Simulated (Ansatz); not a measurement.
## Response to strain in CdTe

Take CdTe in the zinc blende structure (space group F-43m, No. 216; a = 6.409 Å) as the base. Axes: x, y, z lie along the cube axes.

Strains are applied to the cell and any free atomic positions relax.

Calculations: Ansatz (an electronic-structure program), LDA, PAW, cutoff 420 eV, no spin-orbit coupling.

Notes on the quantities. energy relative to the base: free energy F.

```csv
case,largest internal atomic displacement,shortest interatomic distance,energy relative to the base,band gap
base,–,2.775 Å,0 meV/atom,0.61 eV
tensor shear ε_xy = +2.00 %,0.026 Å,2.769 Å,+3.5 meV/atom,0.49 eV
tensor shear ε_xy = +1.71 %,0.023 Å,2.770 Å,+2.6 meV/atom,0.51 eV
tensor shear ε_xy = +1.43 %,0.019 Å,2.771 Å,+1.8 meV/atom,0.53 eV
tensor shear ε_xy = +1.14 %,0.015 Å,2.772 Å,+1.1 meV/atom,0.55 eV
tensor shear ε_xy = +0.86 %,0.011 Å,2.772 Å,+0.7 meV/atom,0.56 eV
tensor shear ε_xy = +0.57 %,–,2.773 Å,+0.3 meV/atom,0.58 eV
```

With Te present, leaving out spin-orbit coupling can change the band edges. Stability against distortions was not tested.
